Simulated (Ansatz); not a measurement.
Start from Cu in the fcc (Cu type) structure (space group Fm-3m, No. 225; a = 3.5638 Å; relaxed with 0.1 eV smearing).

Structures relaxed with plane-wave PAW DFT at the PBEsol level (Ansatz, a first-principles code, 420 eV), no spin-orbit coupling.

Base:

Simulated powder pattern, Cu Kα1, λ = 1.54056 Å (kinematic, ideal powder, no thermal factors, no anomalous dispersion; the 14 strongest lines at most, above 2 %, up to 2θ = 90°):

```json
[
 {"2θ (°)": "43.97", "I/Imax (%)": "100", "hkl": "(111)"},
 {"2θ (°)": "51.23", "I/Imax (%)": "47", "hkl": "(200)"},
 {"2θ (°)": "75.37", "I/Imax (%)": "26", "hkl": "(220)"}
]
```

Now apply this change: every lattice vector is stretched by 3.00 %, atoms relaxed at fixed cell.

Task: Where do the lines fall after the change?

Result: 
Simulated powder pattern, Cu Kα1, λ = 1.54056 Å (kinematic, ideal powder, no thermal factors, no anomalous dispersion; the 14 strongest lines at most, above 2 %, up to 2θ = 90°):

| 2θ (°) | I/Imax (%) | hkl |
|---|---|---|
| 42.63 | 100 | (111) |
| 49.63 | 47 | (200) |
| 72.82 | 27 | (220) |
| 88.21 | 31 | (311) |

The indices refer to the base's conventional cell; one index is shown for lines that coincide.

The cells carry an imposed strain or load. No phonon test of stability was made. All final runs are without spin polarisation.
